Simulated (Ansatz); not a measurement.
Results of PBE-D4 in Ansatz (PAW) for corundum Ga₂O₃ (metastable phase).

Run with plane-wave cutoff 520 eV, 8×8×8 k mesh, Fermi–Dirac smearing 0.01 eV, scalar-relativistic PAW data made under PBE.

Energies at three volumes about the minimum:

| V (Å³/atom) | E − E_lowest (meV/atom) |
|---|---|
| 9.620 | 2.68 |
| 9.816 | 0.00 |
| 10.013 | 2.49 |

### Question
Fit a parabola by hand: where is the minimum, and what is the bulk modulus?

### Answer
Slopes: (0.00 − 2.68)/(9.816 − 9.620) = -13.673 and (2.49 − 0.00)/(10.013 − 9.816) = 12.640 meV/Å³. Curvature E″ = 2 × (12.640 − (-13.673))/(10.013 − 9.620) = 133.908 meV/Å⁶. From the middle of the first interval, the slope vanishes at V0 = 9.7180 − (-13.673)/133.908 = 9.820 Å³/atom. B = V0 E″ = 9.820 × 133.908 meV/Å³ × 0.1602 GPa per meV/Å³ = 211 GPa. The full Birch–Murnaghan fit to all volumes gives V0 = 9.816 Å³/atom and B0 = 211 GPa.

Shape and atoms are relaxed at each volume.

Measured, for comparison: bulk modulus 220 ± 9 GPa (room temperature, not corrected to a static lattice, equation of state from high-pressure X-ray diffraction, our sources range from 220 to 252; as tabulated in Phys. Rev. B 77, 094123 (2008), gallium oxide under pressure (UNLV record)). Computed (rounded) less measured: bulk modulus not scored (sources differ).

Note: the bulk modulus comes from volumes at which shape and atoms were relaxed.

Ansatz is a first-principles code.
